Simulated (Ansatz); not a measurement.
Input:

```xyz
6
Lattice="4.2361 0.0000 0.0000 0.0000 4.2361 0.0000 0.0000 0.0000 2.6420" Properties=species:S:1:pos:R:3 pbc="T T T"
Si     0.0000     0.0000     0.0000
Si     2.1180     2.1180     1.3210
O      1.3003     1.3003     0.0000
O      3.4184     0.8177     1.3210
O      0.8177     3.4184     1.3210
O      2.9358     2.9358     0.0000
```

No spin polarisation.

Computed with PBE (Ansatz, a first-principles code; PAW; 420 eV plane waves; no spin-orbit coupling). k-mesh 8×8×12 (Γ-centred); smearing 0.05 eV (Fermi–Dirac).

Problem. Predict the band gap and space group.

Solution. The band gap is 5.42 eV and the space group comes out as P4_2/mnm (No. 136).

The cells carry an imposed strain or load. No phonon test of stability was made. The cell was made from SiO2 in the rutile structure (space group P4_2/mnm, No. 136) by this change: uniaxial strain ε_zz = −1.80 %.
